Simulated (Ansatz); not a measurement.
The starting structures come from a database of crystals and need not be the phases stable at ambient conditions.

 Where the default PAW files enter, the runs use the earlier of Ansatz's two default sets.

Inside the gap of an insulator the Bloch states are evanescent, with a wavenumber k + iκ along the transport direction.

Input:

```
BiITe
1.0
    4.34223     0.00000     0.00000
   -2.17112     3.76048     0.00000
    0.00000     0.00000     6.82627
Bi Te I
1 1 1
Direct
  0.00000   0.00000   0.92076
  0.66667   0.33333   0.66877
  0.33333   0.66667   0.22978
```

Space group of this cell: P3m1. The cell was relaxed by PBE-D3(BJ).

Transport runs along the normal of the first two printed cell vectors, the (001) plane of the conventional cell.

No gap correction and no spin-orbit coupling; mid-gap values are interpolated between computed energies.

Task: Estimate the band gap and the smallest decay constant κ at mid-gap that PBEsol run with Ansatz (an electronic-structure program) returns for this system.

Result: Gap 1.10 eV on a 12×12×6 mesh; κ = 0.163 1/Å, at (0.250, 0.000) of the in-plane reciprocal vectors. At the zone centre, at the nearest computed energy, the slowest state has κ = 0.17 1/Å.
